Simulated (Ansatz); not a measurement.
**Effect of isotropic strain +2.66 % on hypothetical P6_3mc GeSe**

The reference is GeSe (space group P6_3mc, No. 186; a = 4.710 Å, c = 5.685 Å; a hypothetical phase, not in the database extracts checked).

It is then changed as follows: the cell is scaled by 1.0266 in all directions; the atoms relax in the strained cell.

Computed with PBEsol, PAW, 420 eV (Ansatz, a first-principles code; without spin-orbit coupling), earlier PAW set. Settings: 8×8×6 k-points, 0.05 eV Fermi–Dirac smearing.

The volume per atom increases by 2.24 Å³ to 29.55 Å³ and the shortest interatomic distance decreases by 0.0205 Å to 2.583 Å. The energy goes up by 20 meV/atom and the pressure (mean of the normal stresses, compression positive) decreases by 2.610 GPa (-0.01 GPa → -2.61 GPa). The band gap increases by 0.37 eV to 0.91 eV and the gap character goes from indirect, H → K–Γ (73 % along) to indirect, M–K (60 % along) → K–Γ (73 % along). The width of the top valence band shrinks by 0.435 eV, from 2.43 eV to 2.00 eV and the largest internal atomic displacement is 0.045 Å.

Gaps are read on the SCF mesh and a high-symmetry path. Whether these cells are dynamically stable was not tested.
